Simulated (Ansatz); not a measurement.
Results of r²SCAN (Ansatz, a program for electronic structure, plane waves, PAW) for BN (model structure, started from the BeO type, P4₂/mnm, No. 136, 8 atoms in the cell).

Settings: plane-wave cutoff 560 eV, 8×8×14 k mesh (along the axes of the cell as run), Fermi–Dirac smearing 0.01 eV, scalar-relativistic PAW data made under PBE.

Computed at the level's own relaxed cell.

```
BN
1.0
    4.40262     0.00000     0.00000
    0.00000     4.40262     0.00000
    0.00000     0.00000     2.53883
B N
4 4
Direct
  0.32582   0.67418   0.00000
  0.67418   0.32582   0.00000
  0.82582   0.82582   0.50000
  0.17418   0.17418   0.50000
  0.31228   0.31228   0.00000
  0.68772   0.68772   0.00000
  0.18772   0.81228   0.50000
  0.81228   0.18772   0.50000
```

### Question
List the 22 lowest band energies at Γ above −25 eV (eV, relative to the valence band maximum), grouping those that round alike.

### Answer
At Γ: -21.26, -17.14 (×2), -16.78, -10.43, -9.56, -7.59 (×2), -5.81, -5.15, -2.45 (×2), -0.50, -0.27, -0.04 (×2), 7.69, 8.25, 9.22 (×2), 9.31, 10.17.

Note: the relaxation could raise the start's symmetry but not lower it, so the cell can be a saddle point.

A model structure was made by putting elements into a prototype or built by hand; it is no filed structure, need not be a known phase, and can be a saddle point held by its symmetry.
